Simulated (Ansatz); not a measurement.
## How the c axis length of WC (model structure, started from the NiAs type, P6₃/mmc, No. 194, 4 atoms in the cell) moves with the method

No measured value is used here.

| level (code) | value (Å) |
|---|---|
| PBE (Ansatz) | 5.752 |
| PBEsol (Ansatz) | … |
| PBE-D3(BJ) (Ansatz) | 5.726 |

**Question.** Fill in the missing entries.

**Answer.** 
- PBEsol (Ansatz, a program for electronic structure), value (Å): 5.717

Density-functional levels without +SOC have no spin–orbit coupling. Ansatz's density-functional and Hartree–Fock values are scalar-relativistic unless marked +SOC, with PAW data made under PBE.

A model structure was made by putting elements into a prototype or built by hand; it is no filed structure, need not be a known phase, and can be a saddle point held by its symmetry.
